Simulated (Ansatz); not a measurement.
Consider MgF$_{2}$ in the rutile structure (space group P4_2/mnm, No. 136; a = 4.639 Å, c = 3.062 Å).

Structures relaxed with Ansatz (a first-principles code), PBEsol, PAW, cutoff 420 eV, no spin-orbit coupling.

Base:

Simulated powder pattern, Co Kα, λ = 1.79026 Å (kinematic, ideal powder, no thermal factors, no anomalous dispersion; the 10 strongest lines at most, above 2 %, up to 2θ = 90°):

```
2θ (°)  I/Imax (%)    hkl
------  ----------  -----
31.67          100  (110)
41.01           17  (101)
47.14           85  (111)
51.12           28  (210)
62.82           74  (211)
66.16           29  (220)
71.55           18  (002)
80.35           13  (112)
80.86           41  (301)
85.16          6.6  (311)
```

After one change:

Simulated powder pattern, Co Kα, λ = 1.79026 Å (kinematic, ideal powder, no thermal factors, no anomalous dispersion; the 10 strongest lines at most, above 2 %, up to 2θ = 90°):

```tsv
2θ (°)	I/Imax (%)
31.42	100
40.73	17
46.81	85
50.70	28
62.32	74
65.57	29
71.08	18
79.77	13
80.14	41
84.38	6.5
```

What was done to the base?
A) pressure 3 GPa
B) pressure −1 GPa
C) pressure 0.3 GPa
D) pressure −2 GPa

D, pressure −2 GPa. Its volume per atom is 11.22 Å³ against 10.98 Å³, and its space group is P4_2/mnm (No. 136).

Load acts through the strain it causes; cell and atoms are relaxed under it. No phonon test of stability was made. The base started in Pnnm and relaxed to P4_2/mnm at this level.
